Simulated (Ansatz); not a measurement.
We look at the formation energy of the neutral Bi_As in GaAs (zinc blende, F-43m). Reaction: Bi (R-3m) + 32 GaAs (zinc blende) → cell A + As (R-3m).

Cell A: a supercell of 64 sites of GaAs (zinc blende, F-43m) with Bi on an As site (4 Ga at 2.64 Å); spin state with PBE: run without spin, k-point mesh 2×2×2.
```yaml
crystal:
  lattice:
    - [11.35136, 0.00000, 0.00000]
    - [0.00000, 11.35136, 0.00000]
    - [0.00000, 0.00000, 11.35136]
  atoms:
    - { symbol: Ga, position: [0.00004, 0.00004, 0.99996] }
    - { symbol: Ga, position: [0.99851, 0.24974, 0.24851] }
    - { symbol: Ga, position: [0.24974, 0.99851, 0.24851] }
    - { symbol: Ga, position: [0.25006, 0.25006, 0.00034] }
    - { symbol: As, position: [0.12486, 0.12486, 0.12496] }
    - { symbol: As, position: [0.12214, 0.37515, 0.37214] }
    - { symbol: As, position: [0.37515, 0.12214, 0.37214] }
    - { symbol: As, position: [0.37500, 0.37500, 0.12500] }
    - { symbol: Ga, position: [0.99851, 0.99851, 0.49974] }
    - { symbol: Ga, position: [0.99966, 0.25006, 0.74994] }
    - { symbol: Ga, position: [0.25006, 0.99966, 0.74994] }
    - { symbol: Ga, position: [0.24089, 0.24089, 0.49089] }
    - { symbol: As, position: [0.12214, 0.12214, 0.62515] }
    - { symbol: As, position: [0.12214, 0.37485, 0.87786] }
    - { symbol: As, position: [0.37485, 0.12214, 0.87786] }
    - { symbol: Bi, position: [0.37500, 0.37500, 0.62500] }
    - { symbol: Ga, position: [0.99851, 0.50026, 0.00149] }
    - { symbol: Ga, position: [0.00004, 0.74996, 0.25004] }
    - { symbol: Ga, position: [0.25006, 0.49994, 0.24966] }
    - { symbol: Ga, position: [0.24974, 0.75149, 0.00149] }
    - { symbol: As, position: [0.12486, 0.62514, 0.12504] }
    - { symbol: As, position: [0.12486, 0.87496, 0.37486] }
    - { symbol: As, position: [0.37485, 0.62786, 0.37214] }
    - { symbol: As, position: [0.37500, 0.87500, 0.12500] }
    - { symbol: Ga, position: [0.99966, 0.49994, 0.50006] }
    - { symbol: Ga, position: [0.99851, 0.75149, 0.75026] }
    - { symbol: Ga, position: [0.24089, 0.50911, 0.75911] }
    - { symbol: Ga, position: [0.25006, 0.75034, 0.50006] }
    - { symbol: As, position: [0.12214, 0.62786, 0.62485] }
    - { symbol: As, position: [0.12486, 0.87504, 0.87514] }
    - { symbol: As, position: [0.37515, 0.62786, 0.87786] }
    - { symbol: As, position: [0.37500, 0.87500, 0.62500] }
    - { symbol: Ga, position: [0.50026, 0.99851, 0.00149] }
    - { symbol: Ga, position: [0.49994, 0.25006, 0.24966] }
    - { symbol: Ga, position: [0.74996, 0.00004, 0.25004] }
    - { symbol: Ga, position: [0.75149, 0.24974, 0.00149] }
    - { symbol: As, position: [0.62514, 0.12486, 0.12504] }
    - { symbol: As, position: [0.62786, 0.37485, 0.37214] }
    - { symbol: As, position: [0.87496, 0.12486, 0.37486] }
    - { symbol: As, position: [0.87500, 0.37500, 0.12500] }
    - { symbol: Ga, position: [0.49994, 0.99966, 0.50006] }
    - { symbol: Ga, position: [0.50911, 0.24089, 0.75911] }
    - { symbol: Ga, position: [0.75149, 0.99851, 0.75026] }
    - { symbol: Ga, position: [0.75034, 0.25006, 0.50006] }
    - { symbol: As, position: [0.62786, 0.12214, 0.62485] }
    - { symbol: As, position: [0.62786, 0.37515, 0.87786] }
    - { symbol: As, position: [0.87504, 0.12486, 0.87514] }
    - { symbol: As, position: [0.87500, 0.37500, 0.62500] }
    - { symbol: Ga, position: [0.49994, 0.49994, 0.00034] }
    - { symbol: Ga, position: [0.50026, 0.75149, 0.24851] }
    - { symbol: Ga, position: [0.75149, 0.50026, 0.24851] }
    - { symbol: Ga, position: [0.74996, 0.74996, 0.99996] }
    - { symbol: As, position: [0.62514, 0.62514, 0.12496] }
    - { symbol: As, position: [0.62514, 0.87504, 0.37486] }
    - { symbol: As, position: [0.87504, 0.62514, 0.37486] }
    - { symbol: As, position: [0.87500, 0.87500, 0.12500] }
    - { symbol: Ga, position: [0.50911, 0.50911, 0.49089] }
    - { symbol: Ga, position: [0.49994, 0.75034, 0.74994] }
    - { symbol: Ga, position: [0.75034, 0.49994, 0.74994] }
    - { symbol: Ga, position: [0.75149, 0.75149, 0.49974] }
    - { symbol: As, position: [0.62786, 0.62786, 0.62515] }
    - { symbol: As, position: [0.62514, 0.87496, 0.87514] }
    - { symbol: As, position: [0.87496, 0.62514, 0.87514] }
    - { symbol: As, position: [0.87500, 0.87500, 0.62500] }
```

Reference: As (R-3m), 2 atoms in the cell, k-point mesh 12×12×12 on the run's own vectors. Conventional cell: a = b = 3.784 Å, c = 10.104 Å, α = β = 90.00°, γ = 120.00°.

Reference: Bi (R-3m), 2 atoms in the cell, k-point mesh 16×16×16 on the run's own vectors. Conventional cell: a = 4.5321 Å, b = 4.5321 Å, c = 11.6526 Å, α = 90.00°, β = 90.00°, γ = 120.00°.

Reference: GaAs (zinc blende, F-43m), 64 atoms in the cell, the relaxed perfect crystal repeated, atoms not moved again, k-point mesh 2×2×2 on the run's own vectors.

Plane-wave PAW calculations with Ansatz (an electronic-structure program), its default PAW set, cutoff 420 eV, 500 eV for r2SCAN. The structures are at rest with PBE+D3(BJ), within the held lattices; other levels are single points on them. Neutral cells; Fermi-Dirac smearing of at most 0.10 eV in the solids, energies taken to zero width. The lattices are those relaxed with PBE+D3(BJ), so at other levels the solids can be strained, which adds to the spread. Larger cells are relaxed from a start prepared with the learned potential CHGNet till forces fall under 0.03 eV/Å, which some starts already meet. A dispersion term (D3(BJ), or D4 for r2SCAN) was computed beside these levels and is taken off wherever the name lacks it. The PAW files were made for PBE and serve at the other functionals too. Space groups of crystals are read within 0.01 Å. Nuclei at rest; no vibrational terms. The structures are the rest points that the relaxations reached, not proven lowest. The runs are scalar-relativistic, without spin-orbit coupling. No correction for cell size. Mesh and cell size may move defect energies by 0.1 eV or more. The value holds for the reservoirs listed; other chemical potentials shift it. Cell A has symmetry P-43m within 0.02 Å and got no random move, so less symmetric positions, which may lie lower, weren't tried.

Q: What value does PBE+D3(BJ) give?

A: 1.21 eV, for Bi (R-3m) + 32 GaAs (zinc blende) → cell A + As (R-3m).

Q: What do the other levels give, and how wide is the spread?

A: 
| Functional | value (eV) | less PBE+D3(BJ) |
|---|---|---|
| PBE | 1.43 | 0.22 |
| r2SCAN | 1.35 | 0.14 |

The levels shown span 0.22 eV, from PBE+D3(BJ) (1.21) to PBE (1.43).
